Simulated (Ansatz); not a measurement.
A periodic model of amorphous Hf$_{18}$O$_{39}$In$_{2}$:

```xyz
59
Lattice="9.2418 0.1036 0.1622 0.1036 9.3064 -0.1370 0.1622 -0.1370 8.9317" Properties=species:S:1:pos:R:3 pbc="T T T"
Hf     7.1450     5.4998     6.1010
Hf     0.6302     2.0383     1.1988
Hf     5.4146     0.4545     5.0423
Hf     2.7298     8.4685     3.4193
Hf     4.9275     7.1677     7.8160
Hf     1.5454     7.9867     0.5008
Hf     2.4223     0.3793     6.6165
Hf     7.7239     8.6816     7.2380
Hf     6.0452     3.2840     2.7672
Hf     1.4392     3.6523     4.0801
Hf     3.0757     5.0468     0.9465
Hf     8.5200     2.6332     7.2008
Hf     4.5550     3.4734     6.5411
Hf     8.1917     5.5037     0.2763
Hf     5.5638     6.4680     2.5456
Hf     8.6865     6.9795     3.5060
Hf     7.0927     0.3482     1.5137
Hf     8.6874     1.1880     4.3455
O      6.8903     4.8153     1.5785
O      6.1767     8.7684     8.7614
O      1.7790     3.7852     1.9387
O      2.5746     0.1770     1.7471
O      2.4103     7.8357     5.5241
O      8.9659     3.5966     0.1456
O      4.7596     8.0381     3.5587
O      1.9414     1.4383     8.4986
O      9.1668     0.1214     1.4980
O      7.1007     6.5566     7.9139
O      6.8918     5.7015     4.0479
O      4.4742     4.6314     2.5991
O      4.0106     3.5489     8.5659
O      6.7308     3.6050     6.9594
O      8.3112     7.2592     5.6246
O      3.3485     0.6976     4.7722
O      0.4051     7.8873     7.7406
O      3.3711     8.5066     8.0721
O      5.4863     2.6539     4.6389
O      0.7753     5.5575     4.1318
O      8.0317     1.1173     8.5596
O      4.7477     6.4160     0.6752
O      6.9141     0.3014     3.6512
O      7.3525     0.9723     6.0483
O      5.3956     1.7667     1.6439
O      0.1787     6.4054     1.2998
O      4.3534     1.4157     6.9531
O      2.5573     6.8982     2.0909
O      5.8223     8.2418     6.2308
O      0.6328     1.1085     6.0989
O      7.1752     7.5893     2.0108
O      7.9251     2.2598     2.4591
O      8.9823     4.9613     7.1034
O      1.1243     1.7931     3.2652
O      0.5364     8.5261     3.6591
O      2.4523     6.0584     8.3202
O      2.8057     3.7369     5.5186
O      8.8434     3.2011     5.0823
O      5.0614     5.5404     6.5110
In     1.1687     6.3712     6.3538
In     3.8657     1.3403     0.2443
```

All values below come from PBE, scalar-relativistic without spin-orbit coupling (plane waves to 420 eV, PAW; Ansatz, a program for electronic structure).

It comes from a melt-quench run on a machine-learned potential (CHGNet), relaxed afterwards by DFT. O atoms were pushed apart under 1.9 Å during the dynamics, to hinder bonds among them. The hot cell started wider than the set density and was brought back towards it in steps. It is the lowest in DFT energy of 2 quenches. It is a model cell: composition and starting density were chosen by hand, and all elements were melted together. No dispersion term was used. Its density started from a set value of 8.80 and ended at 8.80 g/cm³. Cooling (nominally 380 K/ps over its main leg) ran many orders faster than in experiment, which tends to leave more defects and strain. A cell of this size samples the disorder only roughly. The volume was held where the preparation left it and the shape relaxed, at a PBE pressure of -3.8 GPa (tension). Stress components on the final sampling reach 3.8 GPa.

Neighbours within Hf-Hf 3.34 Å, Hf-O 2.52 Å, Hf-In 3.23 Å, O-O 1.58 Å, O-In 2.50 Å, In-In 3.12 Å count as bonded. Two cations that share two anions don't count as bonded, nor two that share one unless they lie closer than Hf-Hf 3.25 Å, Hf-In 3.15 Å, In-In 3.04 Å.

Problem. Give the coordination numbers, mean bond lengths and angles.

Solution. 
The mean coordination of Hf by anions comes out as 6.17 (3 with 5, 9 with 6, 6 with 7) and the mean coordination of O is 3.15 (1 with 2, 31 with 3, 7 with 4). The mean coordination of In by anions comes out as 6.00 (2 with 6) and the mean Hf-O bond comes out as 2.145 Å (spread 0.091 Å, 111 counted). The mean O-In bond is 2.273 Å (spread 0.113 Å, 12 counted) and the bond angle at Hf comes out as mean 102.5°, spread 28.6°. The bond angle at O is mean 114.4°, spread 18.8° and the bond angle at In comes out as mean 101.6°, spread 30.1°.

Problem. List the pairs of like atoms that count as bonded by the rules above.

Solution. There are none by these rules.
